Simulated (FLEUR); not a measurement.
## Short convergence ladders for a (001) slab of TiTe2 (cut from a parent of space group no. 164; 3 atoms in the cell)

```xyz
3
Lattice="3.8357 0.0000 0.0000 -1.9178 3.3218 0.0000 0.0000 0.0000 17.3715" Properties=species:S:1:pos:R:3 pbc="T T T"
Ti     0.0000     0.0000     8.6857
Te     1.9178     1.1073     7.0000
Te     0.0000     2.2145    10.3715
```

Base method: LDA (Vosko-Wilk-Nusair), all-electron FLAPW (FLEUR, film geometry), scalar-relativistic valence run with FLEUR.

Base settings: Kmax = 4.2 1/bohr; GmaxXC = 12.6 1/bohr; xcFunctional = vwn; jspins = 1; l_soc = F; mode = hist; fermiSmearingEnergy = 0.00367493 Htr; mesh (inpgen div1-3) = 5 5 1; inpgen gamma flag = false; Gmax = 12.6 1/bohr.

**The basis cutoff**

Moved along: Gmax, GmaxXC.

The mesh stays at the base's, so the ladder's end is converged at best in this setting alone.

Only quantities that move along the ladder and can be compared are tabulated.

| Kmax | free energy less the last step's (meV/atom) |
|---|---|
| 2.97 1/bohr | 426.18 |
| 3.25 1/bohr | 164.67 |
| 3.51 1/bohr | 65.77 |
| 3.87 1/bohr | 18.03 |
| 4.2 1/bohr | 5.79 |
| 4.6 1/bohr | 1.52 |
| 5.14 1/bohr | 0.00 |

Coarsest Kmax that holds the free energy within 5 meV/atom of the last step, with all finer ones: 4.6 1/bohr; the step before is off by 5.8 meV/atom.

**The setting dTilda**

The mesh stays at the base's, so the ladder's end is converged at best in this setting alone.

Only quantities that move along the ladder and can be compared are tabulated.

| dTilda | free energy less the last step's (meV/atom) |
|---|---|
| 13.07 bohr | 46.20 |
| 14.07 bohr | 2.46 |
| 15.07 bohr | 1.50 |
| 16.07 bohr | 0.74 |
| 18.07 bohr | 0.00 |

Coarsest dTilda that holds the free energy within 5 meV/atom of the last step, with all finer ones: 14.07 bohr; the step before is off by 46 meV/atom.

On the base run: the starting cell comes from a database of computed structures (which also holds hypothetical and non-ambient phases and stackings), without a prior relaxation at this level. The slab is cut from that crystal, and its faces are unrelaxed. Its lattice was rescaled by up to half a per cent. Spin polarisation is off, so a magnetic state, if there is one, cannot be reached. Values depend on the basis (sphere radii, cutoffs, local orbitals), which need not be converged.
